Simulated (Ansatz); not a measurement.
The starting structures come from a database of crystals and need not be the phases stable at ambient conditions.

Tunnelling through a barrier is set by its complex band structure: the current falls as exp(−2κd) with the smallest κ.

Given:

```yaml
crystal:
  lattice:
    - [6.32543, 0.00000, 0.00000]
    - [2.25480, 7.78943, 0.00000]
    - [-2.03531, 3.89472, 2.53714]
  atoms:
    - { symbol: Ba, position: [0.00000, 0.00000, 0.00000] }
    - { symbol: Ti, position: [0.00000, 0.50000, 0.00000] }
    - { symbol: B, position: [0.53448, 0.76724, 0.00000] }
    - { symbol: B, position: [0.46552, 0.23276, 0.00000] }
    - { symbol: O, position: [0.63315, 0.65936, 0.41362] }
    - { symbol: O, position: [0.36685, 0.34064, 0.58638] }
    - { symbol: O, position: [0.21953, 0.07298, 0.48719] }
    - { symbol: O, position: [0.78047, 0.92702, 0.51281] }
    - { symbol: O, position: [0.73234, 0.56017, 0.09919] }
    - { symbol: O, position: [0.26766, 0.43983, 0.90081] }
```

Space group of this cell: R-3. The cell is taken as given; by r2SCAN its mean pressure is -4.7 GPa.

Transport runs along the normal of the first two printed cell vectors, the (110) plane of the conventional cell.

The gap is the functional's own. No spin-orbit coupling. Mid-gap values are interpolated on the energy grid.

Task: Estimate the band gap and the smallest decay constant κ at mid-gap that r2SCAN (Ansatz, a program for electronic structure) returns for this system.

Result: Gap 2.83 eV on a 12×12×12 mesh; κ = 0.353 1/Å, at the zone centre.
